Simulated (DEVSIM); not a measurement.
Structure: illuminated Si p-on-n cell, one wavelength, at 300 K.

Layer 1 from the left is Si, thickness (μm) 0.200, Na (cm⁻³) 4.5e18, τn (s) 1.1e-8, τp (s) 1.1e-7, absorption coefficient (cm⁻¹) 430. Layer 2 from the left is Si, thickness (μm) 200, Nd (cm⁻³) 2.9e16, τn (s) 3.7e-7, τp (s) 3.7e-7, absorption coefficient (cm⁻¹) 430.

Left contact: ohmic, minority electron recombination velocity 10000 cm/s. Right contact: ohmic, minority hole recombination velocity 2000 cm/s. Voltage is applied to the left contact. Recombination: SRH at mid-gap, radiative, Auger. Gap narrowing is on: ΔEg = 6.92 meV × (l + √(l² + 0.5)), l = ln(N/1.3e17 cm⁻³), shared equally by both band edges. Light enters at the left, 1.7e16 photons cm⁻² s⁻¹, one pass, no reflection. Mobility is μmin + (μ − μmin)/(1 + (N/Nref)^α).

Constants are typed, rounded textbook-type inputs, not results; the design itself was drawn at random and stands for no fabricated device. Values at 300 K.

Si: gap (eV) 1.124, affinity (eV) 4.05, permittivity 11.7, Nc (cm⁻³) 2.86e19, Nv (cm⁻³) 3.1e19, μn (cm²/Vs) 1417, μp (cm²/Vs) 470, μn,min 52, μp,min 45, Nref,n 9.7e16, Nref,p 2.2e17, αn 0.68, αp 0.72, B (cm³/s) 4.7e-15, Cn (cm⁶/s) 2.8e-31, Cp (cm⁶/s) 9.9e-32.

DEVSIM, 1D drift-diffusion, Boltzmann statistics, complete ionisation; no tunnelling, impact ionisation, image-force lowering or self-heating.

**Question.** What does the simulation give for the share of generated pairs collected at short circuit, the dark forward voltage at 1 A/cm²?

**Answer.** share of generated pairs collected at short circuit 0.463; dark forward voltage at 1 A/cm² 0.685 V.
